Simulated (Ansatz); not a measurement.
Sb2TeO2 (model structure, started from the La2SO2 type, P-3m1, No. 164, 5 atoms in the cell), treated with LDA (Ansatz, a first-principles code, plane waves, PAW).

Numerical settings: plane-wave cutoff 520 eV, 18×18×10 k mesh (along the axes of the cell as run), Fermi–Dirac smearing 0.05 eV, scalar-relativistic PAW data made under PBE.

Cell (relaxed at this level):

```
CELL_PARAMETERS angstrom
      3.92964     0.00000     0.00000
     -1.96482     3.40317     0.00000
      0.00000     0.00000     7.02060
ATOMIC_POSITIONS crystal
  Sb 0.66667 0.33333 0.80082
  Sb 0.33333 0.66667 0.19918
  Te 0.00000 0.00000 0.50000
  O  0.66667 0.33333 0.10741
  O  0.33333 0.66667 0.89259
```

Problem. Give the computed band gap, smallest direct gap on the k points sampled and Γ–Γ gap.

Solution. 
* **band gap**: 0.03 eV (under three smearing widths, so not firm)
* **smallest direct gap on the k points sampled**: 0.83 eV
* **Γ–Γ gap**: 2.17 eV

Note: the relaxation could raise the start's symmetry but not lower it, so the cell can be a saddle point.

Spin–orbit coupling is not included; it can close the smallest gap of 0.03 eV.

Computed values are for the static lattice.

It cost around 90 core-seconds (rough) of CPU time.

A model structure was made by putting elements into a prototype or built by hand; it is no filed structure, need not be a known phase, and can be a saddle point held by its symmetry.
